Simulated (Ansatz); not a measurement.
Consider SiO₂ in the rutile structure (space group P4_2/mnm, No. 136; a = 4.1852 Å, c = 2.6688 Å). Axes: x, y, z lie along a, b, c of the conventional cell.

The values are results of r2SCAN (Ansatz, a program for electronic structure, PAW, no SOC), not measurements.

Before the change:

| Property | Value |
|---|---|
| Electron mass | 0.38 mₑ along c, 0.48 mₑ across (at Γ) |
| Band gap | 6.51 eV |

Now apply this change: compressive biaxial strain of 4.80 % in the plane normal to [001], as in epitaxy on a mismatched substrate; the out-of-plane cell vector and the atoms relax.

**Question.** How does this affect the electron mass?

**Answer.** The electron mass changes from 0.38 mₑ along c, 0.48 mₑ across (at Γ) to 0.27 mₑ out of plane, 0.78 mₑ in plane (at Γ).

**Question.** Predict the new ratio −ε⊥/ε∥.

**Answer.** The ratio −ε⊥/ε∥ comes out as 0.60.

**Question.** Predict the new band gap.

**Answer.** The band gap rises by 0.414 eV, from 6.51 eV to 6.93 eV.

Masses are band curvatures over ±0.01 Å⁻¹ around the edge. No phonon test of stability was made.
